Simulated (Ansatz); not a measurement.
## CdSe, response to strain

Base system: CdSe in the zinc blende structure (space group F-43m, No. 216; a = 6.082 Å). Axes: x, y, z lie along the cube axes.

Strains are applied to the cell and any free atomic positions relax; under biaxial strain the out-of-plane vector relaxes too.

All numbers come from PBEsol (Ansatz, an electronic-structure program), no spin-orbit coupling.

```tsv
biaxial strain, plane normal [001], relaxed out of plane (%)	band gap (eV)
0	0.48
0.5	0.45
1	0.42
1.5	?
2	0.36
2.5	0.34
3	0.31
```

**Question.** Fit E_g = E₀ + Dε (ε in %) to the rows shown and predict the withheld row.

**Answer.** Least squares on the printed values gives E₀ = 0.48 eV, D = -56.4 meV per % of strain (largest residual 0.01 eV); this predicts 0.39 eV, and the run gives 0.39 eV, in agreement.

Semilocal Kohn–Sham gaps tend to fall short of experiment. Whether these cells are dynamically stable was not tested.
